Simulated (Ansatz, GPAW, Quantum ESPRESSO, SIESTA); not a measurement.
One structure in several programs: CoNiGe (P1, 6 atoms in the cell)

Self-consistent single point, at a second geometry (atoms moved at random). First geometry:

```yaml
crystal:
  lattice:
    - [3.99412, 0.00000, 0.00000]
    - [-1.99706, 3.45901, 0.00000]
    - [0.00000, 0.00000, 5.08234]
  atoms:
    - { symbol: Co, position: [0.00000, 0.00000, 0.50000] }
    - { symbol: Co, position: [0.00000, 0.00000, 0.00000] }
    - { symbol: Ni, position: [0.33333, 0.66667, 0.75000] }
    - { symbol: Ni, position: [0.66667, 0.33333, 0.25000] }
    - { symbol: Ge, position: [0.33333, 0.66667, 0.25000] }
    - { symbol: Ge, position: [0.66667, 0.33333, 0.75000] }
```

Second geometry:
```yaml
crystal:
  lattice:
    - [3.99412, 0.00000, 0.00000]
    - [-1.99706, 3.45901, 0.00000]
    - [0.00000, 0.00000, 5.08234]
  atoms:
    - { symbol: Co, position: [0.00662, 0.99293, 0.49378] }
    - { symbol: Co, position: [0.98982, 0.98756, 0.00296] }
    - { symbol: Ni, position: [0.35119, 0.66890, 0.74671] }
    - { symbol: Ni, position: [0.64403, 0.34754, 0.24804] }
    - { symbol: Ge, position: [0.32973, 0.65789, 0.25372] }
    - { symbol: Ge, position: [0.67861, 0.34519, 0.75479] }
```

Shared settings, as Ansatz (an electronic-structure program) writes them: kpoints.mp_grid.grid = 9 9 6; scf.occupations.method = fermi_dirac; scf.occupations.width = 0.0073 Ry. Potentials and cutoffs stand in the table.

```
code                                                                                                                                      model  ΔF from the first geometry (meV/atom)  pressure (GPa)  largest force (eV/Å)       cutoff
----------------  -----------------------------------------------------------------------------------------------------------------------------  -------------------------------------  --------------  --------------------  -----------
SIESTA            GGA PBEsol, numerical atomic orbitals DZP, PseudoDojo PBEsol standard norm-conserving potentials (rewritten from UPF to PSML)                                   31.5           -4.43                 2.080  grid 400 Ry
Quantum ESPRESSO                                                                                   PBEsol, PSlibrary PAW (PBE) pseudopotentials                                   30.2           -4.97                 1.982        50 Ry
Ansatz                                                                                                          PBEsol, PAW files made with PBE                                   27.8           -6.52                 1.820      default
GPAW                                                                                      PBEsol, GPAW PAW datasets PBEsol (made by gpaw-setup)                                   28.8           -5.06                 1.880       800 eV
```

Size of the force on each atom (eV/Å): Sizes of forces hide their directions.

| code | Co1 | Co2 | Ni3 | Ni4 | Ge5 | Ge6 |
|---|---|---|---|---|---|---|
| SIESTA | 0.353 | 0.394 | 0.658 | 2.080 | 1.865 | 0.796 |
| Quantum ESPRESSO | 0.418 | 0.438 | 0.608 | 1.982 | 1.782 | 0.736 |
| Ansatz | 0.395 | 0.416 | 0.557 | 1.820 | 1.622 | 0.664 |
| GPAW | 0.416 | 0.437 | 0.577 | 1.880 | 1.675 | 0.691 |

On Ansatz's run: spin polarisation is off.

The spread over the programs that give each value: ΔF from the first geometry within 3.7 meV/atom; pressure within 2.09 GPa; largest force within 0.260 eV/Å.

SIESTA uses small atom-centred bases, whose incompleteness enters pressures, forces and empty levels differently from a plane-wave cutoff. Ansatz's pressure is given at a fixed set of plane waves, as the other plane-wave codes print theirs; with its correction for the finite basis it is -6.42 GPa. In the pressure, Ansatz (by 1.47) lies more than 1 GPa from the median of the plane-wave programs. In the force vectors, SIESTA (by 0.204) and Quantum ESPRESSO (by 0.107) lie more than 0.08 eV/Å from the median of the plane-wave programs.

The starting cell comes from a database of computed structures (which also holds hypothetical and non-ambient phases and stackings), without a prior relaxation at this level. For this run, on top of that: atoms moved at random.

Keys are those of Ansatz 0.2.
